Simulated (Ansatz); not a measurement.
## Worked example: self-consistent single point of Sr (Fm-3m, 1 atom in the cell) in Ansatz

Level of theory: PBE (plane waves, PAW; Ansatz, an electronic-structure program).

Input as run:

Ansatz 0.2 input:
```yaml
# Sr
crystal:
  lattice:
    - [0.000000, 3.030880, 3.030880]
    - [3.030880, 0.000000, 3.030880]
    - [3.030880, 3.030880, 0.000000]
  atoms:
    - { symbol: Sr, position: [0.000000, 0.000000, 0.000000] }
basis:
  ecutwfc: 420.0
kpoints:
  mp_grid:
    grid: [9, 9, 9]
hamiltonian:
  xc: pbe
  pseudopotentials:
    kind: paw
scf:
  occupations:
    method: fermi_dirac
    width: 0.1
output:
  forces: true
  eigenvalues: true
  stress: true
```

Output, abridged:

```
WARN ansatz: RAYON_NUM_THREADS=1 ignored (pool sized by the plan → 1); use --threads N
Pseudopotentials: kind: paw
Pseudopotential: Sr, paw, valence charge 10
Crystal: 1 atoms, lattice volume = 55.685 Å³
Basis set: ecut = 420 eV, 1067 PW (Γ), exchange–correlation on 60×60×60 points (8 copies of the dense FFT grid, shifted against one another)
Bands: 9, of which v1, the nominal top of the filled ones, is band 5 counted from 1 (4 counted from 0)
Symmetry: 48 space group operations
Space group: Fm-3m (ITA 225), of the structure as read, at distance tolerance 3.8e-5 Å
k-points: 35 of 729
Initial density: superposition of atomic densities (neutral atoms: chi_scale 0, normalization atom), corrected by the library's trained network
Initial wavefunctions: pseudopotential atomic-orbital guess
Eigensolver: davidson
Functional: x = pbe(κ = 0.804, μ = 0.2195149727645171), c = pbe(β = 0.06672455060314922)
SCF iter   1: F=—  HF=-3544.240478 eV  |F-HF|=—  |Δ(HF+E_count)|=         —  Δρ=7.75e-4  dr2=4.89e-4  ethr=1.77e-3  ⟨swp⟩=6.7  Hψ=2733  notcnv=0
all-band conjugate gradients solve this SCF's bands
preconditioner: auto → none
SCF iter   2: F=—  HF=-3544.240943 eV  |F-HF|=—  |Δ(HF+E_count)|=   4.64e-4  Δρ=4.62e-4  dr2=2.28e-4  ethr=4.89e-6  ⟨swp⟩=2.9  Hψ=858  notcnv=0
SCF iter   3: F=—  HF=-3544.240985 eV  |F-HF|=—  |Δ(HF+E_count)|=   4.25e-5  Δρ=1.80e-4  dr2=2.40e-5  ethr=2.28e-6  ⟨swp⟩=1.0  Hψ=315  notcnv=0
SCF iter   4: F=—  HF=-3544.240973 eV  |F-HF|=—  |Δ(HF+E_count)|=   1.18e-5  Δρ=9.11e-5  dr2=2.32e-6  ethr=2.40e-7  ⟨swp⟩=2.4  Hψ=505  notcnv=0
SCF iter   5: F=—  HF=-3544.240973 eV  |F-HF|=—  |Δ(HF+E_count)|=   1.21e-7  Δρ=2.26e-5  dr2=1.30e-7  ethr=2.32e-8  ⟨swp⟩=3.0  Hψ=542  notcnv=0
SCF iter   6: F=-3544.240973 eV  HF=-3544.240973 eV  |F-HF|=3.88e-9  |Δ(HF+E_count)|=   4.63e-8  Δρ=4.80e-6  dr2=6.94e-9  ethr=1.00e-9  ⟨swp⟩=6.1  Hψ=1755  notcnv=0
SCF 1 converged in 6 iterations: F = -3544.240973 eV  dr2 = 6.94e-9
SCF converged after 6 iterations
Free energy (F): -3544.240973 eV
Harris-Foulkes:  -3544.240973 eV  (|F-HF|=3.88e-9)
Internal energy: -3544.195394 eV  (E = F + TS)
E sigma→0 (E₀):  -3544.218184 eV
Entropy (-TS):   -0.045579 eV (-45.579 meV/atom)
Fermi energy:    4.964350 eV
--- Per-component energies (eV) ---
  E_band       = -137.287614
  E_kinetic    = 241.386860
  E_local      = -774.292472  (includes V_loc(G=0)·N_el)
  E_nonlocal   = 202.829212
  E_hartree    = 196.349316
  E_xc         = -171.191232
  E_vxc        = -159.197877  (∫ρ·V_xc dr)
  E_paw        = -2694.712559  (= ΣΔE_a)
  E_vpaw       = -40.710253  (= ΣTr[D̂ρ^β])
  E_aug_tail   = -0.000001  (compensation charges beyond the density's cutoff)
  E_ewald      = -544.564520
  E_smearing   = -0.045579  (= −TS)
  E_closure    = 0.000000  (closes the sum)
  Σ components = -3544.240973   (vs F -3544.240973, Δ=0.00e0)
--- Forces (eV/Å), atoms counted from 1 ---
  atom   1  Sr     0.00000000     0.00000000     0.00000000
  max |Σ_I F_I| component: 6.16e-32 eV/Å
--- Stress (GPa, compression-positive) ---
       -0.130240       0.000000       0.000000
        0.000000      -0.130240      -0.000000
        0.000000       0.000000      -0.130240
  P = ⅓ Tr σ = -0.1302 GPa (-1.302 kbar)
  The stress holds the Pulay correction. Without it, at fixed plane waves, as pw.x and ABINIT print it: P = -0.1321 GPa
--- Band table (eV; the first three rows and the last of 35) ---
  k-point 0: bands = ["-31.6260", "-13.5178", "-13.5178", "-13.5178", "1.3587", "7.3231", "7.3231", "7.3231", "8.7726"]
  k-point 1: bands = ["-31.6245", "-13.5403", "-13.5209", "-13.5209", "1.5539", "7.0274", "7.4094", "7.4094", "8.6602"]
  k-point 2: bands = ["-31.6206", "-13.5966", "-13.5285", "-13.5285", "2.1065", "6.4083", "7.4920", "7.4920", "8.6430"]
  k-point 34: bands = ["-31.6089", "-13.6523", "-13.6288", "-13.5830", "4.9319", "5.5745", "5.6195", "7.4319", "9.7220"]
```

The run converged in 6 iterations.

The starting cell has typed, rounded lattice constants, without a prior relaxation at this level. Its lattice was rescaled by up to half a per cent. Ansatz's pressure includes its estimate of the finite-basis (Pulay) stress.
